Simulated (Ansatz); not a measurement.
**TaN (P-62m, No. 189)**

Level of theory: PBEsol (Ansatz, a first-principles code, PAW).

Run with plane-wave cutoff 500 eV, 12×12×14 k mesh (along the axes of the cell as run), Fermi–Dirac smearing 0.05 eV, scalar-relativistic PAW data made under PBE.

Cell (relaxed at this level):

Space group P-62m (No. 189); a = b = 5.1805 Å, c = 2.8945 Å, α = β = 90.00°, γ = 120.00°

```tsv
atom	site	symmetry	x	y	z
Ta	1a	-62m	0.0000	0.0000	0.0000
Ta	2d	-6..	0.3333	0.6667	0.5000
N	3f	m2m	0.0000	0.3933	0.0000
```

| Quantity | Result |
|---|---|
| band gap | none |

Spin–orbit coupling is not included.

Computed values are for the static lattice.
